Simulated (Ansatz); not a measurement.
Fermi-surface data of OsAl (Pm-3m)

Data:

```yaml
crystal:
  lattice:
    - [2.99304, 0.00000, 0.00000]
    - [0.00000, 2.99304, 0.00000]
    - [0.00000, 0.00000, 2.99304]
  atoms:
    - { symbol: Al, position: [0.00000, 0.00000, 0.00000] }
    - { symbol: Os, position: [0.50000, 0.50000, 0.50000] }
```

Level of theory: PBEsol, rigid bands (plane waves, PAW, scalar-relativistic; Ansatz, an electronic-structure program). Cell: cell and atoms relaxed with PBEsol.

| Quantity | Result |
|---|---|
| density of states at the Fermi level | 1.28 states/(eV·cell), both spins |
| bare Sommerfeld coefficient | 1.51 mJ/(mol of atoms·K²) |
| Drude plasma energy | 8.6 eV |
| root-mean-square Fermi velocity | 7.7e5 m/s |
| resistivity times τ | 6.7 ×10⁻²² Ω·m·s |

A metal at this level (no band gap); rigid bands, thermally averaged at 300 K, both spins. Spin-orbit coupling is left out, which matters with elements this heavy. τ is one relaxation time for all states.

Computed structure, not matched to a measured one here, so possibly hypothetical: OsAl (Pm-3m).
